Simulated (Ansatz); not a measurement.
## CsCl-type ScIr

The numbers are results of LDA (Ansatz, a first-principles code, PAW), not measurements.

Settings: plane-wave cutoff 500 eV, 18×18×18 k mesh, Fermi–Dirac smearing 0.1 eV, no spin polarisation, scalar-relativistic PAW data made under PBE.

Cell: relaxed at this level.

```
Item                        Result
-------------------  -------------
volume per atom      15.81 Å³/atom
lattice parameter a        3.162 Å
band gap             zero (no gap)
```

Spin–orbit coupling is not included.
